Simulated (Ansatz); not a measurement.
Ansatz (a quantum-chemistry and plane-wave program) is run on CrPbO₃ (R-3c, 10 atoms in the cell), and the run fails. The aim is a self-consistent single point with DFT, PBE+U, plane waves, default PAW files.

Input as run:

Ansatz 0.2 input:
```yaml
# CrPbO3
crystal:
  lattice:
    - [2.662395, 1.537135, 4.337248]
    - [-2.662395, 1.537135, 4.337248]
    - [0.000000, -3.074269, 4.337248]
  atoms:
    - { symbol: Pb, position: [0.250000, 0.250000, 0.250000] }
    - { symbol: Pb, position: [0.750000, 0.750000, 0.750000] }
    - { symbol: Cr, position: [0.000000, 0.000000, 0.000000], spin: 3.0 }
    - { symbol: Cr, position: [0.500000, 0.500000, 0.500000], spin: 3.0 }
    - { symbol: O, position: [0.775100, 0.724900, 0.250000] }
    - { symbol: O, position: [0.250000, 0.775100, 0.724900] }
    - { symbol: O, position: [0.724900, 0.250000, 0.775100] }
    - { symbol: O, position: [0.224900, 0.275100, 0.750000] }
    - { symbol: O, position: [0.750000, 0.224900, 0.275100] }
    - { symbol: O, position: [0.275100, 0.750000, 0.224900] }
basis:
  ecutwfc: 30
kpoints:
  mp_grid: { grid: [5, 5, 5] }
hamiltonian:
  xc: pbe
  pseudopotentials: { kind: paw }
  hubbard: { sites: [{ species: Cr, l: d, u_eff: 3.7 }] }
magnetization:
  spin_polarized: true
scf:
  occupations: { method: gaussian, width: 0.0037 Ry }
output:
  forces: true
  eigenvalues: true
  stress: true
```

Output, abridged:

```
Error: inconsistent input (basis.ecutwfc, kpoints): the smallest per-k basis holds n_pw = 38 plane waves (k-point 5, counted from 0 among those solved) but the deck needs at least 49 band(s) per channel, and no run solves more bands than the smallest per-k basis has plane waves; raise basis.ecutwfc until the smallest per-k basis, which caps the automatic band count, holds at least 49 plane waves
```

Question: From the messages shown, name the fault and mend the input.

Answer: The fault is this: a cutoff meant in Ry typed as a bare number, read as eV; here the program stops on it instead of giving results. To fix it, convert the value to the unit that the key expects. The program stopped before any SCF iteration.

An input that runs soundly differs in these lines (not the only fix; some lines may just follow from the change or write a value another way):
```diff
-  ecutwfc: 30
+  ecutwfc: 30.9 Ry
```

With that input, the run converged in 19 iterations: free energy E − TS (on the zero of these files) -33966.3827 eV; Fermi level (on the code's own zero) 13.15 eV; pressure 23.27 GPa; largest force (vector length) 0.233 eV/Å; size of the cell's spin moment 4.03 μB (DFT, PBE+U, plane waves, default PAW files).

On the sound input: the starting cell was generated: these elements placed on a structure prototype, without a prior relaxation; it need not be a known phase or ordering of this composition. The magnetic order is the one reached from the typed start; others were not searched systematically. With U or open f shells several self-consistent states can exist. With a pressure of about 23 GPa the cell is away from its equilibrium volume at this level. Ansatz's pressure includes its estimate of the finite-basis (Pulay) stress. Without the estimate this run gives 22.56 GPa.

These are the values that this program gave, and no reference: magnets with a U can end in a higher state.
